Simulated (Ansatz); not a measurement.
Consider WGe in the rock salt structure (space group Fm-3m, No. 225; a = 5.1216 Å; a hypothetical phase, not in the database extracts checked). Axes: x, y, z lie along the cube axes.

The values are results of r2SCAN (Ansatz, a quantum-chemistry and plane-wave program), spin-orbit coupling left out, not measurements.

Now apply this change: the cell is scaled by 1.0277 in all directions, atoms relaxed at fixed cell.

Task: Predict the stress tensor and what it implies for the stiffness.

Result: Stress of the strained cell less that of the base (GPa, compression positive):
```
  -12.7     0.0     0.0
    0.0   -12.7     0.0
    0.0     0.0   -12.7
```

Then B = −ΔP/(ΔV/V₀) with ΔV/V₀ = 0.0854 gives secant stiffness values (nonlinear terms included at this strain): B ≈ 148 GPa.

As a check, the harmonic strain energy −½ V₀ Δσ:ε is 55 meV/atom; the computed energy rise is 61 meV/atom.

Stability against distortions was not tested. The final runs are not spin-polarised. WGe has a high density of states at the Fermi level and may be magnetic at this level.
